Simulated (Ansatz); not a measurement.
We consider CsCl-type CuPd, described by LDA (plane waves, PAW; Ansatz, an electronic-structure program).

Settings: plane-wave cutoff 520 eV, 18×18×18 k mesh, Fermi–Dirac smearing 0.05 eV, no spin polarisation, scalar-relativistic PAW data made under PBE.

Cell (relaxed at this level):

```
CELL_PARAMETERS angstrom
      2.92936     0.00000     0.00000
      0.00000     2.92936     0.00000
      0.00000     0.00000     2.92936
ATOMIC_POSITIONS crystal
  Cu 0.00000 0.00000 0.00000
  Pd 0.50000 0.50000 0.50000
```

Problem. Estimate the bulk modulus that the calculation returns.

Solution. 
bulk modulus: 207 GPa

The run finds no gap.

Note: the bulk modulus is −V dP/dV from two relaxed cells at ±2 % in volume; the volume lies 6 % below that of the published cell.

Static lattice: no zero-point or thermal effects.
